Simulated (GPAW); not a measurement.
Band structure of Sr2Ir (Fm-3m, 3 atoms in the cell).

```yaml
crystal:
  lattice:
    - [0.00000, 3.58442, 3.58442]
    - [3.58442, 0.00000, 3.58442]
    - [3.58442, 3.58442, 0.00000]
  atoms:
    - { symbol: Sr, position: [0.75000, 0.75000, 0.75000] }
    - { symbol: Sr, position: [0.25000, 0.25000, 0.25000] }
    - { symbol: Ir, position: [0.00000, 0.00000, 0.00000] }
```

Computed with LDA (Perdew-Wang 92), GPAW PAW datasets LDA (gpaw-data 1.0.1) (plane waves; GPAW).

Settings: mode = pw; ecut = 600 eV; xc = LDA; kpts = 6 6 6; mesh shift (steps) = 0 0 0; occupations.name = methfessel-paxton; occupations.width = 0.136 eV; occupations.order = 0; nbands = -9; convergence.density = 1e-05 e/electron; convergence.energy = 1e-05 eV/electron; symmetry.symmorphic = false; symmetry.tolerance = 0.0005; maxiter = 150.

The starting cell comes from a database of computed structures (which also holds hypothetical and non-ambient phases and stackings), without a prior relaxation at this level. Its lattice was rescaled by a random factor within 2.5 % of one. Spin-orbit coupling is off. Spin polarisation is off.

Levels in eV from the Fermi level, bands 14 to 21:
| point | 14 | 15 | 16 | 17 | 18 | 19 | 20 | 21 |
|---|---|---|---|---|---|---|---|---|
| Γ | -1.65 | -0.99 | -0.99 | -0.99 | 0.69 | 0.69 | 0.69 | 3.27 |
| X | -1.60 | -1.19 | -1.19 | -0.96 | -0.84 | 2.17 | 2.26 | 2.95 |
| W | -1.64 | -1.64 | -1.17 | -1.09 | 0.77 | 0.77 | 1.79 | 3.05 |
| K | -1.60 | -1.45 | -1.20 | -1.10 | 0.05 | 1.33 | 2.35 | 2.64 |
| L | -1.36 | -1.36 | -1.16 | -1.16 | -0.69 | 1.92 | 1.92 | 3.62 |
| U | -1.60 | -1.45 | -1.20 | -1.10 | 0.05 | 1.33 | 2.35 | 2.64 |

Bands cross the Fermi level along this path, so the cell is metallic at this level.
